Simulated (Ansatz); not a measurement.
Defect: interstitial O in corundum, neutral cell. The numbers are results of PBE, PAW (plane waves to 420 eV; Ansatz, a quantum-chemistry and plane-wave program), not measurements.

Cell of 120 host sites held at the relaxed PBE lattice; the Γ point alone; Fermi-Dirac width 0.01 eV, spin-restricted; finite-size errors left in. Energies are static. The charge state is imposed; whether it is stable for some Fermi level was not computed. Sites that were not tried may lie lower.

Barriers: single points on a 2×2×2 k-point mesh shifted by half a step along c at the bands' geometries.

The step: a concerted move, in which O travels most. Atoms about the jump, Cartesian Å from the middle of the jump, before and after:

```csv
atom,x0,y0,z0,x1,y1,z1
O1,-0.16,-0.56,-0.61,0.16,0.56,0.61
O2,-1.12,0.00,-1.58,-0.74,-0.44,-1.20
Al3,-1.51,1.22,-0.22,-1.47,1.07,-0.32
O4,0.04,1.18,1.16,0.16,1.67,1.58
Al5,-1.40,-1.72,0.32,-1.43,-1.68,0.24
Al6,1.10,-0.29,-1.97,0.98,-0.27,-1.96
O7,0.26,-1.83,1.20,0.23,-1.87,1.11
O8,-2.15,-0.15,1.07,-2.16,-0.15,1.09
Al9,0.97,-0.26,1.96,1.02,-0.39,1.97
O10,1.73,1.25,-1.11,1.76,1.27,-1.16
O11,-0.49,2.53,-1.07,-0.49,2.49,-1.07
Al12,0.97,2.51,0.26,1.02,2.62,0.22
O13,1.98,-1.71,-1.11,1.89,-1.65,-1.09
Al14,-1.42,1.13,2.45,-1.47,1.17,2.50
O15,2.63,-0.16,1.09,2.67,-0.17,1.11
```

Task: Predict the transition state.

Result: 
| atom | x | y | z |
|---|---|---|---|
| O1 | -0.14 | 0.14 | -0.07 |
| O2 | -0.85 | -0.26 | -1.56 |
| Al3 | -1.55 | 1.20 | -0.35 |
| O4 | 0.21 | 1.25 | 1.39 |
| Al5 | -1.44 | -1.65 | 0.33 |
| Al6 | 0.99 | -0.22 | -1.98 |
| O7 | 0.24 | -1.86 | 1.18 |
| O8 | -2.21 | -0.15 | 1.11 |
| Al9 | 1.01 | -0.32 | 2.00 |
| O10 | 1.76 | 1.30 | -1.14 |
| O11 | -0.50 | 2.54 | -1.09 |
| Al12 | 0.99 | 2.53 | 0.25 |
| O13 | 1.87 | -1.64 | -1.10 |
| Al14 | -1.43 | 1.10 | 2.45 |
| O15 | 2.64 | -0.16 | 1.10 |
It lies 1.06 eV above the start and 1.06 eV above the end. The saddle point's order was not checked.
